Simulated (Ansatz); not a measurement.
The starting structures come from a database of crystals and need not be the phases stable at ambient conditions.

Given:

```
CELL_PARAMETERS angstrom
      5.58703     0.00000     0.00000
      0.00000    15.51355     0.00000
      2.79352     0.00000     2.79352
ATOMIC_POSITIONS crystal
  Cs 0.50000 0.50000 0.00000
  Ca 0.50000 0.85189 0.00000
  Ca 0.50000 0.14811 0.00000
  Ta 0.00000 0.00000 0.00000
  Ta 0.00000 0.27544 0.00000
  Ta 0.00000 0.72456 0.00000
  O  0.00000 0.60864 0.00000
  O  0.00000 0.39136 0.00000
  O  0.50000 0.75125 0.50000
  O  0.50000 0.24875 0.50000
  O  0.00000 0.75125 0.50000
  O  0.00000 0.24875 0.50000
  O  0.00000 0.00000 0.50000
  O  0.50000 0.00000 0.50000
  O  0.00000 0.12696 0.00000
  O  0.00000 0.87304 0.00000
```

Space group of this cell: P4/mmm. The cell is taken as given; by r2SCAN its mean pressure is -4.9 GPa.

Transport runs along the normal of the first two printed cell vectors, the (110) plane of the conventional cell.

No gap correction and no spin-orbit coupling; mid-gap values are interpolated between computed energies.

Problem. Predict the band gap and the smallest decay constant κ at mid-gap from r2SCAN (Ansatz, a first-principles code).

Solution. Gap 2.64 eV on a 12×2×12 mesh; κ = 0.253 1/Å, at the zone centre.
